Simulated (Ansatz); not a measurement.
Ansatz (a quantum-chemistry and plane-wave program) run on Bi (P2_1/m, 4 atoms in the cell): self-consistent single point

Computed with LDA (PW92), default PAW files made with PBE (plane waves; Ansatz).

Input as run:

Ansatz 0.2 input:
```yaml
# Bi
crystal:
  lattice:
    - [4.599450, 0.000000, 0.000000]
    - [0.000000, 4.563837, 0.000000]
    - [-1.507477, 0.000000, 6.622292]
  atoms:
    - { symbol: Bi, position_ang: [2.752063, 1.140959, 5.199691] }
    - { symbol: Bi, position_ang: [0.339910, 3.422878, 1.422601] }
    - { symbol: Bi, position_ang: [2.635383, 1.140959, 2.105227] }
    - { symbol: Bi, position_ang: [0.456590, 3.422878, 4.517065] }
basis:
  ecutwfc: 420.0 eV
kpoints:
  mp_grid: { grid: [6, 5, 3] }
hamiltonian:
  xc: lda
  pseudopotentials: { kind: paw }
scf:
  occupations: { method: gaussian, width: 0.1 eV }
output:
  forces: true
  eigenvalues: true
  stress: true
```

Log, with long lists cut:

```
WARN ansatz: RAYON_NUM_THREADS=1 ignored (pool sized by the plan → 1); use --threads N
Pseudopotentials: kind: paw
Pseudopotential: Bi, paw, valence charge 15
Crystal: 4 atoms, lattice volume = 139.009 Å³
Basis set: ecut = 420 eV, 2719 PW (Γ)
Bands: 36, of which v1, the nominal top of the filled ones, is band 30 counted from 1 (29 counted from 0)
Symmetry: 4 space group operations
Space group: P21/m (ITA 11), of the structure as read, at distance tolerance 5.2e-5 Å
k-points: 30 of 90
PAW frozen core: Bi, regenerated for the run's functional, and the local potential with it
Initial density: superposition of atomic densities (neutral atoms: chi_scale 0, normalization atom), corrected by the library's trained network
Initial wavefunctions: pseudopotential atomic-orbital guess
Eigensolver: davidson
Functional: x = slater, c = lda
SCF iter   1: F=—  HF=-48343.079135 eV  |F-HF|=—  |Δ(HF+E_count)|=         —  Δρ=3.73e-3  dr2=1.99e-2  ethr=1.77e-3  ⟨swp⟩=7.0  Hψ=4695  notcnv=0
all-band conjugate gradients solve this SCF's bands
preconditioner: auto → Kerker (q_TF=auto, 2.372 Å⁻¹)
SCF iter   2: F=—  HF=-48343.076085 eV  |F-HF|=—  |Δ(HF+E_count)|=   3.05e-3  Δρ=1.95e-3  dr2=5.60e-3  ethr=3.32e-5  ⟨swp⟩=1.3  Hψ=1344  notcnv=0
SCF iter   3: F=—  HF=-48343.074846 eV  |F-HF|=—  |Δ(HF+E_count)|=   1.24e-3  Δρ=3.36e-4  dr2=3.89e-4  ethr=9.33e-6  ⟨swp⟩=2.3  Hψ=1355  notcnv=0
SCF iter   4: F=—  HF=-48343.074773 eV  |F-HF|=—  |Δ(HF+E_count)|=   7.36e-5  Δρ=9.35e-5  dr2=3.99e-5  ethr=6.48e-7  ⟨swp⟩=2.0  Hψ=1309  notcnv=0
SCF iter   5: F=—  HF=-48343.074749 eV  |F-HF|=—  |Δ(HF+E_count)|=   2.36e-5  Δρ=3.37e-5  dr2=5.15e-6  ethr=6.66e-8  ⟨swp⟩=2.0  Hψ=1211  notcnv=0
SCF iter   6: F=—  HF=-48343.074749 eV  |F-HF|=—  |Δ(HF+E_count)|=   5.01e-7  Δρ=1.26e-5  dr2=7.07e-7  ethr=8.59e-9  ⟨swp⟩=2.0  Hψ=1288  notcnv=0
SCF iter   7: F=-48343.074748 eV  HF=-48343.074748 eV  |F-HF|=3.05e-8  |Δ(HF+E_count)|=   9.96e-8  Δρ=4.44e-6  dr2=6.34e-8  ethr=1.67e-10  ⟨swp⟩=8.9  Hψ=5132  notcnv=0
SCF 1 converged in 7 iterations: F = -48343.074748 eV  dr2 = 6.34e-8
SCF converged after 7 iterations
Free energy (F): -48343.074748 eV
Harris-Foulkes:  -48343.074748 eV  (|F-HF|=3.05e-8)
Internal energy: -48343.061299 eV  (E = F + TS)
E sigma→0 (E₀):  -48343.068023 eV
Entropy (-TS):   -0.013450 eV (-3.362 meV/atom)
Fermi energy:    9.630844 eV
--- Per-component energies (eV) ---
  E_band       = -440.894277
  E_kinetic    = 1211.486709
  E_local      = -6155.357324  (includes V_loc(G=0)·N_el)
  E_nonlocal   = 2253.673650
  E_hartree    = 1991.637488
  E_xc         = -601.300837
  E_vxc        = -577.660615  (∫ρ·V_xc dr)
  E_paw        = -41411.251751  (= ΣΔE_a)
  E_vpaw       = -1156.307810  (= ΣTr[D̂ρ^β])
  E_aug_tail   = -0.002110  (compensation charges beyond the density's cutoff)
  E_ewald      = -5631.927585
  E_core_change = -0.019539  (= ΣΔE_core)
  E_smearing   = -0.013450  (= −TS)
  E_closure    = -0.000000  (closes the sum)
  Σ components = -48343.074748   (vs F -48343.074748, Δ=0.00e0)
--- Forces (eV/Å), atoms counted from 1 ---
  atom   1  Bi    -0.06701417    -0.00000000    -0.15894631
  atom   2  Bi     0.06701417     0.00000000     0.15894631
  atom   3  Bi     0.00426337    -0.00000000    -0.11078725
  atom   4  Bi    -0.00426337     0.00000000     0.11078725
  max |Σ_I F_I| component: 0.00e0 eV/Å
--- Stress (GPa, compression-positive) ---
       -3.444823      -0.000000       0.099074
       -0.000000      -3.334385      -0.000000
        0.099074      -0.000000      -2.836618
  P = ⅓ Tr σ = -3.2053 GPa (-32.053 kbar)
  The stress holds the Pulay correction. Without it, at fixed plane waves, as pw.x and ABINIT print it: P = -3.2284 GPa
--- Band table (eV; the first three rows and the last of 30) ---
  k-point 0: bands = ["-13.2214", "-13.2103", "-13.2033", "-13.1537", "-13.1328", "-13.1178", "-13.1169", "-13.1126", "-13.0799", "-13.0741", "-12.9733", "-12.9675", "-12.9621", "-12.9483", "-12.9409", "-12.9317", "-12.9224", "-12.8687", "-12.8540", [...]
  k-point 1: bands = ["-13.2228", "-13.2055", "-13.2020", "-13.1507", "-13.1317", "-13.1195", "-13.1157", "-13.1088", "-13.0833", "-13.0752", "-12.9884", "-12.9630", "-12.9567", "-12.9468", "-12.9335", "-12.9299", "-12.9273", "-12.8756", "-12.8532", [...]
  k-point 2: bands = ["-13.2075", "-13.1977", "-13.1902", "-13.1615", "-13.1232", "-13.1149", "-13.1071", "-13.0979", "-13.0885", "-13.0793", "-12.9709", "-12.9604", "-12.9604", "-12.9487", "-12.9480", "-12.9332", "-12.9290", "-12.8782", "-12.8731", [...]
  k-point 29: bands = ["-13.2036", "-13.1994", "-13.1377", "-13.1274", "-13.1157", "-13.1061", "-13.0808", "-13.0790", "-13.0756", "-13.0749", "-12.9850", "-12.9789", "-12.9742", "-12.9649", "-12.9537", "-12.9527", "-12.9399", "-12.9340", [...]
```

The run converged in 7 iterations.

The starting cell comes from a database of computed structures (which also holds hypothetical and non-ambient phases and stackings), without a prior relaxation at this level. Its lattice was rescaled by up to half a per cent. Spin-orbit coupling is off. With a pressure of about -3 GPa the cell is away from its equilibrium volume at this level. Ansatz's pressure includes its estimate of the finite-basis (Pulay) stress.
